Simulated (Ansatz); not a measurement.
## How far to go with shifted k-point meshes: Sb (R-3m, 2 atoms in the cell)

```
Sb
1.0
    3.97713    -2.16578     0.00000
    3.97713     2.16578     0.00000
    2.79774     0.00000     3.56101
Sb
2
Direct
  0.23791   0.23791   0.23791
  0.76650   0.76650   0.76650
```

Level of theory: PBEsol, PAW files made with PBE (plane waves; Ansatz, a quantum-chemistry and plane-wave program).

Base settings: basis.ecutwfc = 420 eV; kpoints.mp_grid.grid = 9 9 9; hamiltonian.xc = pbesol; hamiltonian.pseudopotentials = {kind: paw} (the program's default PAW files); scf.occupations.method = fermi_dirac; scf.occupations.width = 0.1 eV.

In this ladder: kpoints.mp_grid.shift = 0.5 0.5 0.5.

Only quantities that move along the ladder and can be compared are tabulated.

The count of work is k-points × plane waves × bands × iterations; it is no time. Core times come from one kind of shared machine, to one figure; runs under 30 s give none.

The starting cell has typed, rounded lattice constants, without a prior relaxation at this level. Its lattice was rescaled by up to half a per cent. One atom was moved a little off its site on purpose. Ansatz's pressure includes its estimate of the finite-basis (Pulay) stress.

```csv
kpoints.mp_grid.grid,free energy less the last step's (meV/atom),pressure (GPa),largest difference of a force vector from the last step's (eV/Å),count of work / last,core time / last (rough)
2 2 2,-205.21,-0.16,0.376,0.00081,–
3 3 3,17.12,-1.15,0.680,0.0021,–
4 4 4,-10.78,-1.23,0.266,0.0040,–
5 5 5,-16.13,-1.31,0.189,0.0066,–
6 6 6,-12.74,-1.47,0.078,0.011,–
7 7 7,-5.50,-1.45,0.061,0.018,–
8 8 8,-5.63,-1.42,0.039,0.024,–
9 9 9,-3.78,-1.45,0.018,0.034,–
10 10 10,-2.83,-1.46,0.013,0.044,–
11 11 11,-1.82,-1.44,0.010,0.059,–
12 12 12,-1.62,-1.45,0.000,0.073,–
13 13 13,-0.98,-1.45,0.002,0.093,–
15 15 15,-0.53,-1.45,0.003,0.14,–
16 16 16,-0.33,-1.45,0.003,0.16,–
18 18 18,-0.14,-1.45,0.003,0.23,–
20 20 20,-0.04,-1.45,0.003,0.31,0.3
22 22 22,0.01,-1.45,0.002,0.41,0.4
25 25 25,0.01,-1.44,0.001,0.59,0.6
27 27 27,0.01,-1.44,0.000,0.74,0.7
30 30 30,0.00,-1.44,0.000,1.0,1
```

Coarsest kpoints.mp_grid.grid that holds the forces within 0.02 eV/Å of the last step, with all finer ones: 9 9 9, at 0.034 of the last step's count of work; the step before is off by 0.039 eV/Å.

Coarsest kpoints.mp_grid.grid that holds the pressure within 0.2 GPa of the last step, with all finer ones: 5 5 5, at 0.0066 of the last step's count of work; the step before is off by 0.22 GPa.

Coarsest kpoints.mp_grid.grid that holds the free energy within 5 meV/atom of the last step, with all finer ones: 9 9 9, at 0.034 of the last step's count of work; the step before is off by 5.6 meV/atom.

Two neighbours can agree and both be off: 7 7 7 and 8 8 8 differ by 0.12 meV/atom in the free energy, yet lie about 5.6 meV/atom from the last step.

Keys are those of Ansatz 0.2.
